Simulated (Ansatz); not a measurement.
Functionals compared on a constructed model of the (111) surface of germanium (in the relaxation 1 Ge–Sb bonds broke), (√3x√3)R30° Sb adatom at T4 (bottom of the slab: 3 H on 3 bottom sites), in Ansatz (plane waves, PAW). The structure was relaxed with PBE; the other rows are single points on it. Cutoff 420 eV (500 eV for r2SCAN).

Model: 28-atom slab, 14.2 Å thick at the start with caps and adatoms, 5x5x1 mesh, Fermi-Dirac 0.025 eV, dipole correction, 6 atoms held, the rest relaxed; held to the start's symmetry, so lower structures may exist; no spin (no spin-polarised run to compare, though such a face may carry moments), no spin-orbit, no U. The slab shows no gap over 0.04 eV on its mesh. In PBE it is, or lies within 0.01 eV a 1x1 cell of, the lowest of the 2 structures of its composition computed so far; subsurface sites and larger cells were not tried. These notes are the PBE run's.

| functional | work function of the top face (eV) | rough cost of the single point |
|---|---|---|
| PBE | 4.22 | – |
| r2SCAN | ? | very roughly 3 core-minutes |

Problem. What belongs in the gaps?

Solution. 
- r2SCAN, work function of the top face (eV): 4.37

Ansatz is a program for electronic structure.
